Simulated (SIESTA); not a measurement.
Worked example: self-consistent single point of TiCo (Pm-3m, 2 atoms in the cell) in SIESTA.

Method of the run: GGA PBE, numerical atomic orbitals TZP, PseudoDojo PBE standard norm-conserving potentials (rewritten from UPF to PSML) (SIESTA).

The change in words: lattice scaled by 0.98. Reference geometry:
```xyz
2
Lattice="2.9631 0.0000 0.0000 0.0000 2.9631 0.0000 0.0000 0.0000 2.9631" Properties=species:S:1:pos:R:3 pbc="T T T"
Ti     0.0000     0.0000     0.0000
Co     1.4815     1.4815     1.4815
```

Reference input (self-consistent single point, DFT, GGA PBE, numerical atomic orbitals TZP, PseudoDojo PBE standard norm-conserving potentials (rewritten from UPF to PSML)): XC.functional = GGA; XC.authors = PBE; potentials = PseudoDojo PBE standard; PAO.BasisSize = TZP; PAO.EnergyShift = 0.005 Ry; MeshCutoff = 400 Ry; kgrid.MonkhorstPack = 9 9 9; OccupationFunction = FD; ElectronicTemperature = 0.136 eV; MaxSCFIterations = 150; SCF.Mixer.Method = Pulay; SCF.Mixer.Weight = 0.2. This run's input differs from it in these lines:

```diff
@@ -12,5 +12,5 @@
 %block LatticeVectors
-     2.963090000    0.000000000    0.000000000
-     0.000000000    2.963090000    0.000000000
-     0.000000000    0.000000000    2.963090000
+     2.903828000    0.000000000    0.000000000
+     0.000000000    2.903828000    0.000000000
+     0.000000000    0.000000000    2.903828000
 %endblock LatticeVectors
```

Output (repeated stretches shortened):

```
        iscf     Eharris(eV)        E_KS(eV)     FreeEng(eV)     dDmax    Ef(eV) dHmax(eV)
   scf:    1    -5731.355255    -5769.875367    -5770.062967  1.956754 -4.767028 20.113891
   scf:    2    -5721.471865    -5765.329006    -5765.390172  0.999018 -6.354417 19.372810
   scf:    3    -5781.558352    -5778.814576    -5778.952618  0.401638 -5.888294  3.627692
   scf:    4    -5772.934504    -5777.313384    -5777.494561  0.223564 -6.352849  7.068899
   scf:    5    -5775.933559    -5778.686206    -5778.822489  0.186259 -6.374523  3.729543
   scf:    6    -5777.691298    -5778.930378    -5779.092170  0.104896 -6.360557  2.746331
   scf:    7    -5779.322423    -5779.193334    -5779.347279  0.032891 -6.371611  0.773501
   scf:    8    -5779.226685    -5779.216381    -5779.367891  0.011097 -6.377571  0.161076
   scf:    9    -5779.218457    -5779.217694    -5779.368732  0.001976 -6.379564  0.029934
   scf:   10    -5779.217932    -5779.217832    -5779.368757  0.000650 -6.380524  0.005845
mix: Pulay -- inversion failed, > SVD [rank/size] 4 / 7
   scf:   11    -5779.217792    -5779.217812    -5779.368758  0.000087 -6.380556  0.000562
mix: Pulay -- inversion failed, > SVD [rank/size] 4 / 7
   scf:   12    -5779.217808    -5779.217810    -5779.368758  0.000009 -6.380561  0.000049
SCF Convergence by DM+H criterion
max |DM_out - DM_in|         :     0.0000093030
max |H_out - H_in|      (eV) :     0.0000492756
SCF cycle converged after 12 iterations

Using DM_out to compute the final energy and forces

siesta: E_KS(eV) =            -5779.2178

siesta: E_KS - E_eggbox =     -5779.2178

siesta: Atomic forces (eV/Ang):
     1    0.000000   -0.000000    0.000000
     2   -0.000000   -0.000000   -0.000000
   Tot   -0.000000   -0.000000    0.000000
   Max    0.000000
   Res    0.000000    sqrt( Sum f_i^2 / 3N )
   Max    0.000000    constrained

Stress tensor Voigt[x,y,z,yz,xz,xy] (kbar):     -128.32     -128.32     -128.32       -0.00       -0.00        0.00
(Free)E + p*V (eV/cell)    -5777.4077
Target enthalpy (eV/cell)    -5779.3688

siesta: Program's energy decomposition (eV):
siesta: FreeEng =     -5779.368758

   [... lines left out ...]
siesta:    -0.080091    0.000000   -0.000000
siesta:     0.000000   -0.080091    0.000000
siesta:    -0.000000   -0.000000   -0.080091

siesta: Cell volume =         24.485708 Ang**3

siesta: Pressure (static):
siesta:                Solid            Molecule  Units
siesta:           0.00087230          0.00087230  Ry/Bohr**3
siesta:           0.08009055          0.08009055  eV/Ang**3
siesta:         128.31921061        128.31921061  kBar
```

The run converged in 12 iterations. Against the reference run the free energy rises by 30.4 meV/atom and the pressure goes from 0.04 to 12.83 GPa.

The starting cell has typed, rounded lattice constants, without a prior relaxation at this level. Its lattice was rescaled by a random factor within 2.5 % of one. For this run, on top of that: lattice scaled by 0.98. Spin polarisation is off. Values carry the incompleteness of an atom-centred basis. With a pressure of about 13 GPa the cell is away from its equilibrium volume at this level.

Cost on one core of a shared machine: roughly 60 s.
